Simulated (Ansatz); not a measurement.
## Several settings converged on SrCo2P2 (I4mm, 5 atoms in the cell)

```xyz
5
Lattice="-1.8916 1.8916 5.7149 1.8916 -1.8916 5.7149 1.8916 1.8916 -5.7149" Properties=species:S:1:pos:R:3 pbc="T T T"
Sr     0.0000     0.0000     0.0500
Co     0.0000     1.8916     2.8575
Co     1.8916     0.0000     2.8575
P      0.0000     0.0000     7.4756
P      0.0000     0.0000     3.9543
```
Moments meant for the start (each program seeds them in its own way; μB, in the order of the atoms Sr Co Co P P): 0.0 3.0 3.0 0.0 0.0.

Base method: PBEsol, default PAW files made with PBE (plane waves; Ansatz, a quantum-chemistry and plane-wave program).

Base settings: basis.ecutwfc = 420 eV; kpoints.mp_grid.grid = 8 8 8; hamiltonian.xc = pbesol; hamiltonian.pseudopotentials = {kind: paw} (the program's default PAW files); magnetization.spin_polarized = true; scf.occupations.method = fermi_dirac; scf.occupations.width = 0.1 eV.

The count of work is k-points × plane waves × bands × iterations; it is no time. Core times come from one kind of shared machine, to one figure; runs under 30 s give none.

**The k-point mesh**

The second cell is the first with its lattice scaled by 0.98.

Only quantities that move along the ladder and can be compared are tabulated.

| kpoints.mp_grid.grid | free energy less the last step's (meV/atom) | energy of the compressed cell less the first (meV/atom) | pressure (GPa) | largest difference of a force vector from the last step's (eV/Å) | net moment (μB/atom) | count of work / last | core time / last (rough) |
|---|---|---|---|---|---|---|---|
| 2 2 2 | -87.74 | 2.97 | -3.43 | 0.884 | 0.134 | 0.027 | – |
| 3 3 3 | 5.04 | 11.67 | -1.99 | 0.059 | 0.084 | 0.040 | – |
| 4 4 4 | 7.24 | 14.03 | -1.57 | 0.061 | 0.145 | 0.093 | – |
| 6 6 6 | -1.23 | 12.96 | -1.75 | 0.009 | 0.147 | 0.18 | – |
| 8 8 8 | 0.36 | 13.43 | -1.69 | 0.006 | 0.160 | 0.33 | 0.3 |
| 9 9 9 | 0.21 | 13.16 | -1.72 | 0.001 | 0.149 | 0.46 | 0.4 |
| 12 12 12 | 0.00 | 13.17 | -1.72 | 0.000 | 0.151 | 1.0 | 1 |

Coarsest kpoints.mp_grid.grid that holds the forces within 0.005 eV/Å of the last step, with all finer ones: 9 9 9, at about 0.4 of the last step's time; the step before is off by 0.006 eV/Å.

Coarsest kpoints.mp_grid.grid that holds the free energy within 2 meV/atom of the last step, with all finer ones: 6 6 6, at 0.18 of the last step's count of work; the step before is off by 7.2 meV/atom.

Coarsest kpoints.mp_grid.grid that holds the pressure within 0.2 GPa of the last step, with all finer ones: 4 4 4, at 0.093 of the last step's count of work; the step before is off by 0.27 GPa.

The energy difference between the two cells stays within 1 meV/atom of the last step's from 4 4 4 on, the total only from 8 8 8 on: much of the error is common to both cells and cancels.

**The k-point mesh at a smearing width of 0.02 eV**

In this ladder: scf.occupations.width = 0.02 eV.

Only quantities that move along the ladder and can be compared are tabulated.

```csv
kpoints.mp_grid.grid,free energy less the last step's (meV/atom),pressure (GPa),largest difference of a force vector from the last step's (eV/Å),net moment (μB/atom),count of work / last
4 4 4,11.07,-1.71,0.185,0.225,0.061
6 6 6,-1.29,-1.58,0.066,0.203,0.15
9 9 9,0.94,-1.73,0.030,0.169,0.35
13 13 13,0.00,-1.68,0.000,0.187,1.0
```

Coarsest kpoints.mp_grid.grid that holds the forces within 0.02 eV/Å: not settled: the last two steps still differ by 0.030 eV/Å, over half the tolerance, so the ladder does not show it.

Coarsest kpoints.mp_grid.grid that holds the free energy within 2 meV/atom of the last step, with all finer ones: 6 6 6, at 0.15 of the last step's count of work; the step before is off by 11 meV/atom.

**The k-point mesh at a smearing width of 0.3 eV**

In this ladder: scf.occupations.width = 0.3 eV.

Only quantities that move along the ladder and can be compared are tabulated.

At this width the smearing has changed the magnetic state: the net moment ends at 0.00 against 0.16 μB/atom in the base run.

```tsv
kpoints.mp_grid.grid	free energy less the last step's (meV/atom)	pressure (GPa)	largest difference of a force vector from the last step's (eV/Å)	count of work / last
4 4 4	1.28	-0.86	0.027	0.066
6 6 6	-0.06	-0.98	0.002	0.15
9 9 9	0.01	-0.97	0.000	0.36
13 13 13	0.00	-0.97	0.000	1.0
```

Coarsest kpoints.mp_grid.grid that holds the forces within 0.01 eV/Å of the last step, with all finer ones: 6 6 6, at 0.15 of the last step's count of work; the step before is off by 0.027 eV/Å.

Coarsest kpoints.mp_grid.grid that holds the pressure within 0.1 GPa of the last step, with all finer ones: 6 6 6, at 0.15 of the last step's count of work; the step before is off by 0.11 GPa.

Coarsest kpoints.mp_grid.grid that holds the free energy within 1 meV/atom of the last step, with all finer ones: 6 6 6, at 0.15 of the last step's count of work; the step before is off by 1.3 meV/atom.

On the base run: the starting cell comes from a database of computed structures (which also holds hypothetical and non-ambient phases and stackings), without a prior relaxation at this level. Its lattice was rescaled by up to half a per cent. One atom was moved a little off its site on purpose. The moments shrank to a small part of their start, a low-spin state that need not be the lowest. Ansatz's pressure includes its estimate of the finite-basis (Pulay) stress.

Keys are those of Ansatz 0.2.
